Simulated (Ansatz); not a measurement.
# Short convergence ladders for IrRh3 (I4mm, 4 atoms in the cell)

```
CELL_PARAMETERS angstrom
     -1.91250     1.91250     3.83094
      1.91250    -1.91250     3.83094
      1.91250     1.91250    -3.83094
ATOMIC_POSITIONS crystal
  Ir 0.00653 0.00653 0.00000
  Rh 0.75000 0.25000 0.50000
  Rh 0.25000 0.75000 0.50000
  Rh 0.50000 0.50000 0.00000
```

Base method: LDA (PW92), default PAW files made with PBE (plane waves; Ansatz, a first-principles code).

Base settings: basis.ecutwfc = 420 eV; kpoints.mp_grid.grid = 12 12 12; hamiltonian.xc = lda; hamiltonian.pseudopotentials = {kind: paw} (the program's default PAW files); scf.occupations.method = fermi_dirac; scf.occupations.width = 0.1 eV.

The count of work is k-points × plane waves × bands × iterations; it is no time. Core times come from one kind of shared machine, to one figure; runs under 30 s give none.

**The k-point mesh at a smearing width of 0.02 eV**

In this ladder: scf.occupations.width = 0.02 eV.

Only quantities that move along the ladder and can be compared are tabulated.

```tsv
kpoints.mp_grid.grid	free energy less the last step's (meV/atom)	pressure (GPa)	largest difference of a force vector from the last step's (eV/Å)	count of work / last	core time / last (rough)
4 4 4	39.84	-13.14	0.244	0.012	–
5 5 5	-17.44	-14.47	0.026	0.017	–
6 6 6	-4.91	-14.21	0.091	0.028	–
8 8 8	0.12	-14.13	0.019	0.056	–
9 9 9	-1.10	-14.26	0.006	0.071	–
13 13 13	-0.43	-14.19	0.010	0.18	0.2
19 19 19	0.02	-14.19	0.001	0.52	0.5
24 24 24	0.00	-14.19	0.000	1.0	1
```

Coarsest kpoints.mp_grid.grid that holds the free energy within 2 meV/atom of the last step, with all finer ones: 8 8 8, at 0.056 of the last step's count of work; the step before is off by 4.9 meV/atom.

Coarsest kpoints.mp_grid.grid that holds the forces within 0.005 eV/Å of the last step, with all finer ones: 19 19 19; the step before is off by 0.010 eV/Å.

Coarsest kpoints.mp_grid.grid that holds the pressure within 0.1 GPa of the last step, with all finer ones: 6 6 6, at 0.028 of the last step's count of work; the step before is off by 0.28 GPa.

**The width of Fermi-Dirac smearing**

In this ladder: kpoints.mp_grid.grid = 20 20 20.

Narrow widths need finer meshes than wide ones, so the last steps can hold mesh noise.

Only quantities that move along the ladder and can be compared are tabulated; pressure and forces are left out, as mesh noise rules them at narrow widths.

```csv
scf.occupations.width,free energy less the last step's (meV/atom),energy extrapolated to zero width less the last step's (meV/atom),core time / last (rough)
1 eV,-1801.68,-196.06,1
0.5 eV,-499.39,-24.98,1
0.3 eV,-181.55,-0.92,1.0
0.2 eV,-77.42,1.34,1
0.1 eV,-15.13,0.20,1
0.05 eV,0.00,0.00,1
```

Widest scf.occupations.width that holds the free energy within 5 meV/atom: not settled: the last two steps still differ by 15 meV/atom, over half the tolerance, so the ladder does not show it.

Widest scf.occupations.width that holds the energy extrapolated to zero width within 2 meV/atom of the last step, with all finer ones: 0.3 eV; the step before is off by 25 meV/atom.

The extrapolation to zero width removes most of the smearing's effect on the energy.

**The width of cold smearing**

In this ladder: kpoints.mp_grid.grid = 20 20 20; scf.occupations.method = cold.

Narrow widths need finer meshes than wide ones, so the last steps can hold mesh noise.

Only quantities that move along the ladder and can be compared are tabulated; pressure and forces are left out, as mesh noise rules them at narrow widths.

```tsv
scf.occupations.width	free energy less the last step's (meV/atom)	core time / last (rough)
1 eV	-1.52	1.0
0.5 eV	-2.40	1.0
0.3 eV	-0.71	0.9
0.2 eV	-0.22	1.0
0.1 eV	0.00	1
```

Widest scf.occupations.width that holds the free energy within 1 meV/atom of the last step, with all finer ones: 0.3 eV; the step before is off by 2.4 meV/atom.

On the base run: the starting cell comes from a database of computed structures (which also holds hypothetical and non-ambient phases and stackings), without a prior relaxation at this level. Its lattice was rescaled by up to half a per cent. One atom was moved a little off its site on purpose. Spin polarisation is off. In the base run, with a pressure of about -14 GPa the cell is away from its equilibrium volume at this level. Ansatz's pressure includes its estimate of the finite-basis (Pulay) stress.

Left out of this page: 4 runs of the series outside the window shown, repeating another row's setting, or not comparable.

Keys are those of Ansatz 0.2.
